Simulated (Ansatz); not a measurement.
**What isotropic strain +1.40 % does to Ti3Al**

Take Ti3Al (space group P6_3/mmc, No. 194; a = 5.747 Å, c = 4.632 Å) as the base.

Now apply this change: the cell is scaled by 1.0140 in all directions; the atoms relax in the strained cell.

Level of theory: r2SCAN (Ansatz, an electronic-structure program, PAW, no SOC), earlier PAW set. k-mesh 10×10×10 (Γ-centred); smearing 0.05 eV (Fermi–Dirac).

The volume per atom rises by 0.71 Å³, from 16.56 Å³ to 17.27 Å³ and the space group stays P6_3/mmc (No. 194). The shortest interatomic distance increases by 0.039 Å to 2.852 Å and the energy increases by 11 meV/atom. The pressure (mean of the normal stresses, compression positive) goes from zero to -4.7 GPa and the band gap stays zero.

Final structure:

```
Ti3Al
1.0
    5.82783     0.00000     0.00000
   -2.91392     5.04705     0.00000
    0.00000     0.00000     4.69674
Ti Al
6 2
Direct
  0.82982   0.65964   0.25000
  0.17018   0.82982   0.75000
  0.34036   0.17018   0.25000
  0.17018   0.34036   0.75000
  0.82982   0.17018   0.25000
  0.65964   0.82982   0.75000
  0.33333   0.66667   0.25000
  0.66667   0.33333   0.75000
```

Whether these cells are dynamically stable was not tested. The final runs are not spin-polarised.
